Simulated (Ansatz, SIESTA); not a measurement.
## Code comparison for Mg₆CoMo (Amm2, 8 atoms in the cell)

Relaxation of cell and atoms.

```xyz
8
Lattice="4.7709 0.0000 0.0000 0.0000 2.9915 5.6074 0.0000 -2.9915 5.6074" Properties=species:S:1:pos:R:3 pbc="T T T"
Mg     0.0000    -1.4233     6.5357
Mg     0.0000     1.4233     6.5357
Mg     0.0000     0.0000     3.6549
Mg     2.3855    -1.5372     4.7405
Mg     2.3855     1.5372     4.7405
Mg     2.3855     0.0000     1.9194
Co     0.0000     0.0000     8.9479
Mo     2.3855     0.0000     7.7849
```

Shared settings, as Ansatz (a first-principles code) writes them: kpoints.mp_grid.grid = 4 3 3; scf.occupations.method = fermi_dirac; scf.occupations.width = 0.0073 Ry. Potentials and cutoffs stand in the table.

```csv
code,model,final volume (Å³/atom),cutoff
Ansatz,"PBEsol, PAW files made with PBE",18.10,30.9 Ry
SIESTA,"GGA PBEsol, numerical atomic orbitals DZP, PseudoDojo PBEsol standard norm-conserving potentials (rewritten from UPF to PSML)",18.94,grid 400 Ry
```

On Ansatz's run: spin polarisation is off.

The spread over the programs that give each value: final volume within 0.84 Å³/atom.

SIESTA uses small atom-centred bases, whose incompleteness enters pressures, forces and empty levels differently from a plane-wave cutoff. The programs treat the finite-basis stress differently while the cell relaxes: Ansatz adds an estimate of it.

The shared mesh is coarse (it stands for a supercell whose shortest vector is 18 Å), so the values are not converged in it.

The starting cell comes from a database of computed structures (which also holds hypothetical and non-ambient phases and stackings), without a prior relaxation at this level. Its lattice was rescaled by a random factor within 2.5 % of one.

Keys are those of Ansatz 0.2.
